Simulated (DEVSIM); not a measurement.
System: Au/SiO2/p-Ge capacitor, at 300 K.

```
layer (left to right)  material  thickness (nm)  Na (cm⁻³)
---------------------  --------  --------------  ---------
1                          SiO2            19.0          -
2                            Ge             370     2.6e18
```

Metal gate on the left, work function 5.1 eV. Fixed charge at the semiconductor interface 5.7e11 cm⁻² (in units of +e); no interface traps.

Constants are typed, rounded textbook-type inputs, not results; the design itself was drawn at random and stands for no fabricated device. Values at 300 K; Nc and Nv go as T^1.5, mobilities as T to minus their exponent, the gap by Varshni's rule with the affinity fixed.

| parameter | SiO2 | Ge |
|---|---|---|
| gap (eV) | 9 | 0.664 |
| affinity (eV) | 0.9 | 4 |
| permittivity | 3.9 | 16 |
| Nc (cm⁻³) | - | 1.04e19 |
| Nv (cm⁻³) | - | 6e18 |
| Varshni α (eV/K) | - | 0.000477 |
| Varshni β (K) | - | 235 |

Model (solved in DEVSIM): 1D Poisson equation in equilibrium, Boltzmann statistics, complete ionisation; no quantum confinement or tunnelling. Metal contacts follow the ideal Schottky-Mott rule: no Fermi-level pinning, no interface dipoles.

The temperature was swept, all else fixed.

```csv
temperature (K),flat-band voltage (V),minimum of the low-frequency capacitance (μF/cm²)
300,-0.04,0.148
350,-0.01,0.150
400,0.02,0.152
450,0.05,0.154
500,0.08,0.157
```

From the first row to the last the flat-band voltage goes from -0.04 to 0.08. From the first row to the last the minimum of the low-frequency capacitance goes from 0.148 to 0.157.
